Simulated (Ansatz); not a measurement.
The reference is GaSb in the zinc blende structure (space group F-43m, No. 216).

```xyz
2
Lattice="0.0000 3.1070 3.1070 3.1070 0.0000 3.1070 3.1070 3.1070 0.0000" Properties=species:S:1:pos:R:3 pbc="T T T"
Sb     4.6606     4.6606     4.6606
Ga     0.0000     0.0000     0.0000
```

Calculations: PBE (Ansatz, a quantum-chemistry and plane-wave program), no spin-orbit coupling, earlier PAW set.

For the base:

| Quantity | Value |
|---|---|
| Band gap | zero |
| Pressure | 0.0 GPa |

Perturbation: the cell is scaled by 0.9617 in all directions, atoms relaxed at fixed cell.

Q: What does the calculation give for the hole mass, band gap and pressure after the change?

A: The hole mass (degenerate bands, along [100]) comes out as 0.031, 0.24, 0.24 mₑ (at Γ); the band gap goes from zero to 0.55 eV; the pressure goes from zero to 6.9 GPa.

Spin-orbit coupling, missing from the scalar runs, can matter with Sb. The cells carry an imposed strain or load. Masses are band curvatures over ±0.01 Å⁻¹ around the edge. Whether these cells are dynamically stable was not tested. The final runs are not spin-polarised. A zero or small gap of GaSb can be the functional's error rather than a property of the material.
